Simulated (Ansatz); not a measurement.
Reference: Si (Fd-3m), PBEsol, rigid bands (plane waves, PAW, scalar-relativistic; Ansatz, a first-principles code); axes and stresses refer to this cell.

```yaml
crystal:
  lattice:
    - [0.00000, 2.71691, 2.71691]
    - [2.71691, 0.00000, 2.71691]
    - [2.71691, 2.71691, 0.00000]
  atoms:
    - { symbol: Si, position: [0.25000, 0.25000, 0.25000] }
    - { symbol: Si, position: [0.00000, 0.00000, 0.00000] }
```

The hole conductivity mass is 0.32 mₑ and the electron conductivity mass is 0.28 mₑ. The band gap comes out as 0.46 eV.

Question: Change: uniaxial stress zz = -3 GPa (compression positive). What happens to hole conductivity mass, electron conductivity mass, band gap?

Answer: hole conductivity mass decreases to 0.27 mₑ; electron conductivity mass moves little, to 0.28 mₑ; band gap shrinks to 0.32 eV.

Masses are for dilute carriers at 300 K, harmonic means over directions unless an axis is named. Spin-orbit coupling is left out unless a row names it. Stresses and pressures are the targets of the relaxation.  The structure type is held under load, also where the real crystal would transform.
